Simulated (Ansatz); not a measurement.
Levels about the gap of amorphous Si₂₄O₄₇F₂ (73 atoms in a cell of 1077 Å³, 2.26 g/cm³; zone centre alone, so wide bands show as single levels with stretches between that a denser mesh fills), at the geometry that PBE relaxed, where it gives 0.0 GPa on a denser mesh. The participation number counts the atoms over which a state spreads; weights are charges in smoothed Voronoi cells. The levels come from a single point, so bond lengths are those of that geometry. Method of the levels: PBE, scalar-relativistic without spin-orbit coupling (Ansatz, an electronic-structure program). Sampling: the zone centre alone; Fermi-Dirac width 0.02 eV; no spin polarisation.

It comes from a melt-quench run on a machine-learned potential (CHGNet), relaxed afterwards by DFT. O and F atoms were pushed apart under 1.9 Å during the dynamics, to hinder bonds among them. It is the lowest in DFT energy of 2 quenches. It is a model cell: composition and starting density were chosen by hand, and all elements were melted together. No dispersion term was used. Its density started from a set value of 2.16 and ended at 2.26 g/cm³. The simulated quench (nominally 150 K/ps over its main leg) is rapid and tends to freeze in more defects than a deposited or slowly cooled glass has. One small periodic cell is one sample of the glass; other quenches scatter about these values. The volume was free in the relaxation, at fixed shape. Stress components on the final sampling reach 3.0 GPa.

| E - E(highest filled), eV | filling | participation number | largest on | weight O | weight Si | weight F |
|---|---|---|---|---|---|---|
| -0.21 | filled | 25.6 | O, 2 neighbours | 0.96 | 0.04 | 0.00 |
| -0.18 | filled | 19.7 | O, 2 neighbours | 0.96 | 0.04 | 0.01 |
| -0.16 | filled | 30.2 | O, 2 neighbours | 0.95 | 0.04 | 0.02 |
| -0.08 | filled | 19.3 | O, 2 neighbours | 0.96 | 0.03 | 0.00 |
| -0.04 | filled | 23.9 | O, 2 neighbours | 0.96 | 0.04 | 0.00 |
| -0.03 | filled | 19.6 | O, 2 neighbours | 0.97 | 0.03 | 0.00 |
| 0.00 | filled | 17.8 | O, 2 neighbours | 0.96 | 0.03 | 0.00 |
| 5.42 | empty | 68.8 | O, 2 neighbours | 0.69 | 0.28 | 0.03 |
| 6.88 | empty | 40.0 | Si, 4 neighbours | 0.61 | 0.38 | 0.01 |
| 7.19 | empty | 39.1 | Si, 4 neighbours | 0.64 | 0.35 | 0.01 |

Most localised among these is the filled level at +0.00 eV, on a O atom, which has 2 neighbours (Si 1.64 Å, Si 1.66 Å).
